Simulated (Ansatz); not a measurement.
The starting structures come from a database of crystals and need not be the phases stable at ambient conditions.

 Where the default PAW files enter, the runs use the earlier of Ansatz's two default sets.

Inside the gap of an insulator the Bloch states are evanescent, with a wavenumber k + iκ along the transport direction.

```
CELL_PARAMETERS angstrom
      4.21610     0.00000     0.00000
      0.00000     5.96246     0.00000
      2.10805     2.98123     2.10805
ATOMIC_POSITIONS crystal
  Pb 0.00000 0.00000 0.00000
  F  0.50000 0.75000 0.00000
  F  0.50000 0.25000 0.00000
```

Space group of this cell: Fm-3m, fluorite. The cell was relaxed by PBE-D3(BJ); by r2SCAN its mean pressure is -1.5 GPa.

Transport runs along the normal of the first two printed cell vectors, the (110) plane of the conventional cell.

No gap correction and no spin-orbit coupling; mid-gap values are interpolated between computed energies.

Q: Estimate the band gap and the smallest decay constant κ at mid-gap that r2SCAN in Ansatz (an electronic-structure program) returns for this system.

A: Gap 4.95 eV on a 14×14×14 mesh; κ = 0.462 1/Å, at the zone centre.
